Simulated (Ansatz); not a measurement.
Consider a periodic stack without vacuum, fcc Cu (0 0 1) on wurtzite ZnO (1 0 0) (film strained to the substrate, started from cuts of the bulks and a machine-learned relaxation): substrate slab Zn30O30, film Cu48, surface cells [[0, -1], [3, -1]] and [[2, 0], [6, 4]], film strained by -4.2 and +3.1 %, outermost planes OZn/OZn and Cu/Cu as cut, which need not be the usual terminations and can put a slab off its formula. Its start:

```yaml
crystal:
  lattice:
    - [5.29379, 0.00000, 0.03925]
    - [5.29379, 9.83847, 0.04060]
    - [0.64266, 2.19011, 25.59146]
  atoms:
    - { symbol: Zn, position: [0.06075, 0.48314, 0.07332] }
    - { symbol: Zn, position: [0.72921, 0.81710, 0.07190] }
    - { symbol: Zn, position: [0.39196, 0.15070, 0.07565] }
    - { symbol: Zn, position: [0.39188, 0.66248, 0.03402] }
    - { symbol: Zn, position: [0.05872, 0.99134, 0.04071] }
    - { symbol: Zn, position: [0.72267, 0.32687, 0.04128] }
    - { symbol: O, position: [0.67967, 0.48653, 0.07633] }
    - { symbol: O, position: [0.35148, 0.81627, 0.07609] }
    - { symbol: O, position: [0.01438, 0.15082, 0.07809] }
    - { symbol: O, position: [0.02428, 0.65589, 0.03876] }
    - { symbol: O, position: [0.68382, 0.99460, 0.04067] }
    - { symbol: O, position: [0.35618, 0.32218, 0.04108] }
    - { symbol: Zn, position: [0.22191, 0.29386, 0.18628] }
    - { symbol: Zn, position: [0.89065, 0.62611, 0.18555] }
    - { symbol: Zn, position: [0.55852, 0.95694, 0.18608] }
    - { symbol: Zn, position: [0.55370, 0.46882, 0.14959] }
    - { symbol: Zn, position: [0.22237, 0.79999, 0.14944] }
    - { symbol: Zn, position: [0.88801, 0.13395, 0.15140] }
    - { symbol: O, position: [0.84204, 0.29413, 0.18728] }
    - { symbol: O, position: [0.51121, 0.62618, 0.18696] }
    - { symbol: O, position: [0.17828, 0.95758, 0.18724] }
    - { symbol: O, position: [0.17757, 0.46756, 0.14893] }
    - { symbol: O, position: [0.84438, 0.80043, 0.14812] }
    - { symbol: O, position: [0.51094, 0.13341, 0.15081] }
    - { symbol: Zn, position: [0.38768, 0.10110, 0.29694] }
    - { symbol: Zn, position: [0.05449, 0.43521, 0.29800] }
    - { symbol: Zn, position: [0.72287, 0.76626, 0.29788] }
    - { symbol: Zn, position: [0.72065, 0.27726, 0.26106] }
    - { symbol: Zn, position: [0.38931, 0.60922, 0.26054] }
    - { symbol: Zn, position: [0.05626, 0.94115, 0.26102] }
    - { symbol: O, position: [0.00831, 0.10099, 0.29783] }
    - { symbol: O, position: [0.67507, 0.43505, 0.29893] }
    - { symbol: O, position: [0.34336, 0.76638, 0.29880] }
    - { symbol: O, position: [0.34180, 0.27695, 0.26096] }
    - { symbol: O, position: [0.01026, 0.60912, 0.26036] }
    - { symbol: O, position: [0.67715, 0.94115, 0.26086] }
    - { symbol: Zn, position: [0.55180, 0.90936, 0.40765] }
    - { symbol: Zn, position: [0.21774, 0.24349, 0.40831] }
    - { symbol: Zn, position: [0.88694, 0.57539, 0.40999] }
    - { symbol: Zn, position: [0.88670, 0.08459, 0.37184] }
    - { symbol: Zn, position: [0.55387, 0.41874, 0.37302] }
    - { symbol: Zn, position: [0.22358, 0.74864, 0.37288] }
    - { symbol: O, position: [0.17381, 0.90922, 0.40903] }
    - { symbol: O, position: [0.84045, 0.24239, 0.40969] }
    - { symbol: O, position: [0.50856, 0.57504, 0.41196] }
    - { symbol: O, position: [0.50698, 0.08486, 0.37158] }
    - { symbol: O, position: [0.17462, 0.41865, 0.37255] }
    - { symbol: O, position: [0.84376, 0.74906, 0.37242] }
    - { symbol: Zn, position: [0.72047, 0.71644, 0.52057] }
    - { symbol: Zn, position: [0.38152, 0.05201, 0.51680] }
    - { symbol: Zn, position: [0.05146, 0.38506, 0.52290] }
    - { symbol: Zn, position: [0.05391, 0.89247, 0.48369] }
    - { symbol: Zn, position: [0.72156, 0.22470, 0.48454] }
    - { symbol: Zn, position: [0.39245, 0.55763, 0.48757] }
    - { symbol: O, position: [0.34463, 0.72102, 0.52020] }
    - { symbol: O, position: [0.01321, 0.05012, 0.51859] }
    - { symbol: O, position: [0.68337, 0.38018, 0.52139] }
    - { symbol: O, position: [0.67680, 0.89205, 0.48188] }
    - { symbol: O, position: [0.34060, 0.22767, 0.48266] }
    - { symbol: O, position: [0.01372, 0.55822, 0.48428] }
    - { symbol: Cu, position: [0.12637, 0.12813, 0.67303] }
    - { symbol: Cu, position: [0.64691, 0.12857, 0.67390] }
    - { symbol: Cu, position: [0.38771, 0.37753, 0.67548] }
    - { symbol: Cu, position: [0.88182, 0.37716, 0.67460] }
    - { symbol: Cu, position: [0.14584, 0.62728, 0.67527] }
    - { symbol: Cu, position: [0.63660, 0.62755, 0.67423] }
    - { symbol: Cu, position: [0.38260, 0.87755, 0.67297] }
    - { symbol: Cu, position: [0.90540, 0.87807, 0.67362] }
    - { symbol: Cu, position: [0.75384, 0.27302, 0.60148] }
    - { symbol: Cu, position: [0.26300, 0.26691, 0.60707] }
    - { symbol: Cu, position: [0.00600, 0.51824, 0.60467] }
    - { symbol: Cu, position: [0.50469, 0.51780, 0.60575] }
    - { symbol: Cu, position: [0.77225, 0.76789, 0.60753] }
    - { symbol: Cu, position: [0.27056, 0.76601, 0.60078] }
    - { symbol: Cu, position: [0.00371, 0.02048, 0.60051] }
    - { symbol: Cu, position: [0.51364, 0.01731, 0.60777] }
    - { symbol: Cu, position: [0.14258, 0.09592, 0.81705] }
    - { symbol: Cu, position: [0.63922, 0.09576, 0.81474] }
    - { symbol: Cu, position: [0.38976, 0.34597, 0.81517] }
    - { symbol: Cu, position: [0.89170, 0.34495, 0.81778] }
    - { symbol: Cu, position: [0.14716, 0.59625, 0.81492] }
    - { symbol: Cu, position: [0.65166, 0.59515, 0.81656] }
    - { symbol: Cu, position: [0.40346, 0.84619, 0.81597] }
    - { symbol: Cu, position: [0.89750, 0.84621, 0.81487] }
    - { symbol: Cu, position: [0.76529, 0.23630, 0.74633] }
    - { symbol: Cu, position: [0.25964, 0.23593, 0.74471] }
    - { symbol: Cu, position: [0.01324, 0.48634, 0.74535] }
    - { symbol: Cu, position: [0.51947, 0.48614, 0.74612] }
    - { symbol: Cu, position: [0.76952, 0.73780, 0.74396] }
    - { symbol: Cu, position: [0.27509, 0.73659, 0.74614] }
    - { symbol: Cu, position: [0.02125, 0.98677, 0.74600] }
    - { symbol: Cu, position: [0.51597, 0.98735, 0.74334] }
    - { symbol: Cu, position: [0.14357, 0.06407, 0.95359] }
    - { symbol: Cu, position: [0.63609, 0.06229, 0.95951] }
    - { symbol: Cu, position: [0.39166, 0.31694, 0.95912] }
    - { symbol: Cu, position: [0.90276, 0.31388, 0.95331] }
    - { symbol: Cu, position: [0.14918, 0.56802, 0.95886] }
    - { symbol: Cu, position: [0.65655, 0.56316, 0.95506] }
    - { symbol: Cu, position: [0.41263, 0.81385, 0.95571] }
    - { symbol: Cu, position: [0.91809, 0.81520, 0.95619] }
    - { symbol: Cu, position: [0.75501, 0.20484, 0.88774] }
    - { symbol: Cu, position: [0.27785, 0.20420, 0.88754] }
    - { symbol: Cu, position: [0.03080, 0.45541, 0.88739] }
    - { symbol: Cu, position: [0.51315, 0.45587, 0.88751] }
    - { symbol: Cu, position: [0.78620, 0.70471, 0.88661] }
    - { symbol: Cu, position: [0.27903, 0.70530, 0.88569] }
    - { symbol: Cu, position: [0.01878, 0.95521, 0.88591] }
    - { symbol: Cu, position: [0.53075, 0.95439, 0.88698] }
```

The start was prepared with a machine-learned potential, and the result is one local minimum, with the in-plane cell held and forces under 0.04 eV/Å; the film can end far from its bulk form.

Computed with PBE (plane waves to 420 eV, PAW; Ansatz, a quantum-chemistry and plane-wave program). Spin–orbit coupling is left out; the runs are not spin-polarised; PBE gaps are too small against experiment. Its k-point mesh 6×3×1, Fermi–Dirac width 0.05 eV.

Q: Predict the relaxed interface.

A: 
| Property | Result |
|---|---|
| interface area | 52.1 Å² |
| period | 25.61 Å |
| gaps between the outermost planes at the two interfaces | 1.91 and 1.89 Å |
| Cu–Zn contacts across the interfaces within 1.22 times the sum of covalent radii | 21, mean 2.79 Å |
| Cu–O contacts across the interfaces within 1.22 times the sum of covalent radii | 7, mean 2.13 Å |
| estimate of the barrier | withheld, since the Fermi level falls at or inside a band of the host, which a slab this thin can't settle |
